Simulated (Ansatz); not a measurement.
```yaml
crystal:
  lattice:
    - [2.49941, 0.00000, 0.00000]
    - [-1.24971, 2.16456, 0.00000]
    - [0.00000, 0.00000, 4.09598]
  atoms:
    - { symbol: C, position: [0.33333, 0.66667, 0.00018] }
    - { symbol: C, position: [0.66667, 0.33333, 0.50018] }
    - { symbol: C, position: [0.33333, 0.66667, 0.37482] }
    - { symbol: C, position: [0.66667, 0.33333, 0.87482] }
```

The numbers are results of r2SCAN, rigid bands (plane waves, PAW, scalar-relativistic; Ansatz, a first-principles code), not measurements. Condition of this run: uniaxial stress along c of 22 GPa (compression positive) (the target of the relaxation). How the cell was made: cell and atoms relaxed with PBEsol, then loaded as said.

Q: What conductivity effective mass do dilute electrons have at 300 K?

A: 0.47 (x), 0.47 (y), 0.26 (z) mₑ.

Q: Predict the hole conductivity mass (n e² τ/σ) at 300 K, by direction if it differs.

A: 0.45 (x), 0.45 (y), 0.61 (z) mₑ.

Q: And the band gap?

A: 3.55 eV at this level; semilocal functionals usually fall short of the measured gap.

Rigid bands, one relaxation time for all states, no polarons. Spin-orbit coupling is left out. Geometry: cell and atoms relaxed with PBEsol.
